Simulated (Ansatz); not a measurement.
Consider interstitial O in 4H silicon carbide, neutral cell. Calculation: PBE, PAW (plane waves to 420 eV; Ansatz, an electronic-structure program).

Cell of 72 host sites held at the relaxed PBE lattice; the Γ point alone; Fermi-Dirac width 0.01 eV, spin-restricted; finite-size errors left in. Static, classical nuclei. The charge state is imposed; whether it is stable for some Fermi level was not computed. Sites that were not tried may lie lower. The start lies 0.26 eV above the lowest site run (PBE). The order of the sites in energy changes with the mesh.

Barriers: single points on a 2×2×2 k-point mesh shifted by half a step along c at the bands' geometries (they differ from the bands' own by up to 0.44 eV, and are uncertain by about as much).

Relaxed starting cell (atoms counted from 1):

```
CELL_PARAMETERS angstrom
      9.28226     0.00000     0.00000
     -4.64113     8.03868     0.00000
      0.00000     0.00000    10.12928
ATOMIC_POSITIONS crystal
  Si 0.98160 0.95194 0.51419
  Si 0.99561 0.33759 0.50156
  Si 0.99678 0.65335 0.50167
  Si 0.32976 0.99919 0.49961
  Si 0.34330 0.34923 0.49776
  Si 0.33474 0.66917 0.49923
  Si 0.66663 0.00020 0.50049
  Si 0.66293 0.33054 0.49892
  Si 0.66804 0.66654 0.50117
  Si 0.99977 0.00150 0.00170
  Si 0.99719 0.33472 0.99600
  Si 0.99816 0.66554 0.00085
  Si 0.33097 0.99977 0.00070
  Si 0.33356 0.33506 0.99722
  Si 0.33191 0.66686 0.99979
  Si 0.66521 0.99960 0.00048
  Si 0.66439 0.33286 0.99950
  Si 0.66544 0.66641 0.00083
  Si 0.21920 0.10899 0.74844
  Si 0.21985 0.44366 0.74813
  Si 0.21940 0.77576 0.74966
  Si 0.55221 0.10901 0.74957
  Si 0.55222 0.44186 0.74867
  Si 0.55333 0.77597 0.74978
  Si 0.88508 0.10700 0.75008
  Si 0.88433 0.44034 0.75041
  Si 0.88432 0.77037 0.75620
  Si 0.11524 0.23826 0.23922
  Si 0.11009 0.55773 0.24833
  Si 0.10914 0.88887 0.25263
  Si 0.44262 0.22375 0.24893
  Si 0.44721 0.56014 0.24893
  Si 0.44394 0.89063 0.25028
  Si 0.77705 0.22386 0.24809
  Si 0.77705 0.55583 0.24956
  Si 0.78004 0.89209 0.25073
  C  0.99312 0.98993 0.69458
  C  0.99644 0.32951 0.68824
  C  0.99623 0.66112 0.68951
  C  0.33005 0.99839 0.68719
  C  0.32943 0.33207 0.68510
  C  0.33146 0.66598 0.68673
  C  0.66412 0.99821 0.68765
  C  0.66302 0.33030 0.68671
  C  0.66467 0.66421 0.68889
  C  0.00283 0.00753 0.19153
  C  0.99705 0.33898 0.18067
  C  0.99862 0.66803 0.18731
  C  0.33122 0.00062 0.18882
  C  0.33688 0.33867 0.18290
  C  0.33302 0.66845 0.18755
  C  0.66637 0.00078 0.18835
  C  0.66490 0.33391 0.18670
  C  0.66853 0.66969 0.18778
  C  0.22115 0.11196 0.93808
  C  0.22053 0.44511 0.93695
  C  0.22034 0.77755 0.93899
  C  0.55317 0.10993 0.93924
  C  0.55485 0.44489 0.93697
  C  0.55437 0.77746 0.93900
  C  0.88722 0.11080 0.93871
  C  0.88513 0.44403 0.93705
  C  0.88772 0.77700 0.94270
  C  0.13372 0.27618 0.42264
  C  0.11253 0.55366 0.43723
  C  0.10759 0.86553 0.44087
  C  0.44219 0.22413 0.43752
  C  0.45479 0.56813 0.43784
  C  0.44524 0.89163 0.43896
  C  0.77573 0.22121 0.43767
  C  0.77599 0.55236 0.43919
  C  0.77809 0.88820 0.44042
  O  0.12721 0.12279 0.45198
```

End state 1 differs by these moves (Å; atoms that move under 0.08 Å are left out):

```tsv
atom	element	Δx	Δy	Δz
1	Si	-0.07	0.38	-0.05
2	Si	-0.01	0.04	0.09
3	Si	-0.05	0.13	-0.02
5	Si	0.02	-0.06	0.13
10	Si	0.00	-0.08	-0.14
28	Si	0.02	-0.19	-0.31
38	C	-0.02	0.05	0.07
41	C	0.04	0.03	0.10
46	C	0.00	-0.16	-0.23
63	C	-0.01	-0.06	-0.07
64	C	0.03	-0.34	0.61
66	C	-0.11	0.20	-0.02
68	C	-0.04	-0.08	0.01
73	O	-0.62	0.21	-0.93
```

**Question.** What forward and backward barriers to end state 1 does PBE, PAW give?

**Answer.** forward 0.85 eV, backward 1.12 eV; at the saddle point atom 73 has neighbours C at 1.42; Si at 1.68, Si at 1.73 Å. The saddle point's order was not checked, and it lies on a symmetry element of the cell, where a band can be held.

End state 2 differs by these moves (Å; atoms that move under 0.08 Å are left out):

```csv
atom,element,Δx,Δy,Δz
1,Si,-0.13,0.00,0.00
2,Si,0.01,0.09,-0.04
3,Si,-0.07,0.11,-0.01
5,Si,0.01,-0.09,0.04
9,Si,-0.07,-0.11,0.01
65,C,-0.09,0.12,0.01
66,C,-0.11,0.18,0.00
68,C,-0.09,-0.12,-0.01
72,C,-0.11,-0.18,0.00
73,O,-1.25,0.00,0.00
```

**Question.** Predict the forward and backward barriers to end state 2 from PBE, PAW.

**Answer.** forward 0.14 eV, backward 0.14 eV; at the saddle point atom 73 has neighbours C at 1.39; Si at 1.59 Å. The saddle point's order was not checked, and it lies on a symmetry element of the cell, where a band can be held.
